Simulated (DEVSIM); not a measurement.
System: Si p+/n-/n+ power diode, at 300 K.

Layer 1 from the left is Si, thickness (μm) 2.40, Na (cm⁻³) 1.8e18, τn (s) 0.00015, τp (s) 0.00015. Layer 2 from the left is Si, thickness (μm) 75.0, Nd (cm⁻³) 5.9e15, τn (s) 0.00015, τp (s) 0.00015. Layer 3 from the left is Si, thickness (μm) 1.70, Nd (cm⁻³) 1.7e18, τn (s) 0.00015, τp (s) 0.00015.

Left contact: ohmic. Right contact: ohmic. Voltage is applied to the left contact. Recombination: SRH at mid-gap, Auger. Gap narrowing is on: ΔEg = 6.92 meV × (l + √(l² + 0.5)), l = ln(N/1.3e17 cm⁻³), shared equally by both band edges. Mobility is μmin + (μ − μmin)/(1 + (N/Nref)^α).

This is a model device: material constants are rounded textbook-type values typed into the input, and sizes, dopings and lifetimes were drawn at random. Values at 300 K.

Si: gap (eV) 1.124, affinity (eV) 4.05, permittivity 11.7, Nc (cm⁻³) 2.86e19, Nv (cm⁻³) 3.1e19, μn (cm²/Vs) 1417, μp (cm²/Vs) 470, μn,min 52, μp,min 45, Nref,n 9.7e16, Nref,p 2.2e17, αn 0.68, αp 0.72, Cn (cm⁶/s) 2.8e-31, Cp (cm⁶/s) 9.9e-32.

Model (solved in DEVSIM): 1D drift-diffusion, Boltzmann statistics, complete ionisation; no tunnelling, impact ionisation, image-force lowering or self-heating.

Question: What does the simulation give for the dark forward voltage at 100 A/cm², the dark forward voltage at 1 A/cm², the potential step across the device at zero bias?

Answer: dark forward voltage at 100 A/cm² 0.855 V; dark forward voltage at 1 A/cm² 0.702 V; potential step across the device at zero bias 0.941 V.
